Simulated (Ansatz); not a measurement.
**BN under a change: pressure 15 GPa**

Take BN in the wurtzite structure (space group P6_3mc, No. 186; a = 2.541 Å, c = 4.203 Å) as the base.

The change: a hydrostatic pressure of 15 GPa.

Method: DFT with PBEsol, PAW potentials and a 420 eV plane-wave cutoff in Ansatz (a quantum-chemistry and plane-wave program), no spin-orbit coupling. k-mesh 15×15×8 (Γ-centred); smearing 0.05 eV (Fermi–Dirac).

The volume per atom decreases by 0.21 Å³ (5.88 Å³ → 5.67 Å³) and the lattice parameter a shrinks by 0.031 Å, from 2.541 Å to 2.510 Å. The c/a ratio is nearly the same (1.654 against 1.655) and the shortest interatomic distance shrinks by 0.0185 Å (1.559 Å → 1.541 Å). The enthalpy H = E + PV relative to the base's energy is +0.54 eV/atom and the band gap drops by 0.085 eV to 4.88 eV. The gap character is still indirect, Γ → K and the smallest direct gap grows by 0.173 eV to 8.39 eV. The mean gap deformation potential ΔEg/Δln V comes out as +2.3 eV and the electron mass becomes 0.29 mₑ along c, 0.48 mₑ across (at K) (base: 0.30 mₑ along c, 0.50 mₑ across (at K)). The valence-band top at Γ (three highest levels, from the VBM) becomes 0.00, 0.00, -0.32 eV (base: 0.00, 0.00, -0.28 eV).

Cost of the whole job for the changed cell (relaxation, final SCF and bands): roughly 24 core-seconds.

Load acts through the strain it causes; cell and atoms are relaxed under it. Masses are band curvatures over ±0.01 Å⁻¹ around the edge. No phonon test of stability was made. Competing high-pressure phases were not computed.
